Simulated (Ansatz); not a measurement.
The starting structures come from a database of crystals and need not be the phases stable at ambient conditions.

 Where the default PAW files enter, the runs use the earlier of Ansatz's two default sets.

Tunnelling through a barrier is set by its complex band structure: the current falls as exp(−2κd) with the smallest κ.

Here is the system:

```xyz
10
Lattice="6.1382 0.0000 0.0000 -3.0526 5.4018 0.0000 -3.0562 -1.7606 5.0238" Properties=species:S:1:pos:R:3 pbc="T T T"
Ba    -4.5815     2.7868     3.7874
Ba     4.6110     0.8544     1.2364
La     1.5428     2.7009     0.0000
Nb     1.5410    -0.8803     2.5119
O     -0.3322     3.3193     1.3670
O      0.3616     0.3219     3.6568
O     -3.1636     3.8454     1.5371
O      3.1930    -0.2042     3.4867
O      1.7597     0.6146     1.1503
O     -1.7302     3.0267     3.8735
```

Space group of this cell: C2/m. The cell is taken as given; by PBEsol its mean pressure is -6.3 GPa.

Transport runs along the normal of the first two printed cell vectors.

The gap is the functional's own. No spin-orbit coupling. Mid-gap values are interpolated on the energy grid.

Question: Give the band gap and the smallest decay constant κ at mid-gap that PBEsol run with Ansatz (an electronic-structure program) yields.

Answer: Gap 3.01 eV on a 8×8×8 mesh; κ = 0.364 1/Å, at the zone centre.
